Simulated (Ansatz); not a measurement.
System: C (model structure, Imma, No. 74, 8 atoms in the cell). Method: LDA (Ansatz, an electronic-structure program, PAW).

Numerical settings: plane-wave cutoff 520 eV, 20×20×20 k mesh, Fermi–Dirac smearing 0.05 eV, scalar-relativistic PAW data made under PBE.

Cell (relaxed at this level):

```
CELL_PARAMETERS angstrom
     -2.42401     3.89041     1.58313
      2.42401    -3.89041     1.58313
      2.42401     3.89041    -1.58313
ATOMIC_POSITIONS crystal
  C  0.41164 0.00000 0.91164
  C  0.58836 0.50000 0.58836
  C  0.58836 0.00000 0.08836
  C  0.41164 0.50000 0.41164
  C  0.44834 0.87502 0.57332
  C  0.80171 0.87502 0.92668
  C  0.55166 0.12498 0.42668
  C  0.19829 0.12498 0.07332
```

Question: Estimate the bulk modulus that the calculation returns.

Answer: 
- bulk modulus: 148 GPa

The run finds no gap.

Note: the bulk modulus is −V dP/dV from two relaxed cells at ±2 % in volume; the relaxation could raise the start's symmetry but not lower it, so the cell can be a saddle point.

Static lattice: no zero-point or thermal effects.

It cost very roughly 15 core-minutes of CPU time.

A model structure was made by putting elements into a prototype or built by hand; it is no filed structure, need not be a known phase, and can be a saddle point held by its symmetry.
